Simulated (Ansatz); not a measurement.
The parent structure is a 12-atom supercell of K in the bcc (W type) structure (space group Im-3m, No. 229; a = 5.212 Å) at its relaxed geometry.

Computed with PBEsol, PAW, 420 eV (Ansatz, a first-principles code; no SOC).

One neutral defect a cell, atoms relaxed at fixed cell.

One change was made to it. Results:

The largest displacement of a host atom from its site in the perfect cell is 0.52 Å; the pressure stays 0.0 GPa.

Problem. Which change produced these results?
(A) Li interstitial (started 2.75 Å from the nearest host atom)
(B) Rb on a K site
(C) H interstitial (started 2.63 Å from the nearest host atom)

Solution. C, H interstitial (started 2.63 Å from the nearest host atom). For comparison, the largest displacement of a host atom from its site in the perfect cell in the other runs: Rb on a K site gives 0.06 Å; Li interstitial (started 2.75 Å from the nearest host atom) gives 0.83 Å.

In so small a cell the defect repeats every few ångströms: this is an ordered compound, not a dilute defect. The final runs are not spin-polarised.
